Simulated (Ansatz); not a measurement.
Ti$_{3}$AlC$_{2}$ (space group P6_3/mmc, No. 194)

```xyz
12
Lattice="3.0507 0.0000 0.0000 -1.5254 2.6420 0.0000 0.0000 0.0000 18.5001" Properties=species:S:1:pos:R:3 pbc="T T T"
Ti     1.5254     0.8807     6.9029
Ti     0.0000     1.7613    11.5972
Ti     0.0000     1.7613    16.1529
Ti     1.5254     0.8807     2.3472
Ti     0.0000     0.0000     9.2500
Ti     0.0000     0.0000     0.0000
Al     0.0000     0.0000    13.8751
Al     0.0000     0.0000     4.6250
C      0.0000     1.7613     7.9701
C      1.5254     0.8807    10.5299
C      1.5254     0.8807    17.2202
C      0.0000     1.7613     1.2799
```

Calculations: Ansatz (a program for electronic structure), PBEsol, PAW, cutoff 420 eV, no SOC. Settings: 14×14×2 k-points, 0.05 eV Fermi–Dirac smearing.

| Quantity | Value |
|---|---|
| Volume per atom | 12.43 Å³ |
| Density | 4.33 g/cm³ |
| Band gap | zero |
| Total energy | -1407.441 eV/atom (σ→0; compares only within this code and set-up) |

Whether these cells are dynamically stable was not tested. The final runs are not spin-polarised.
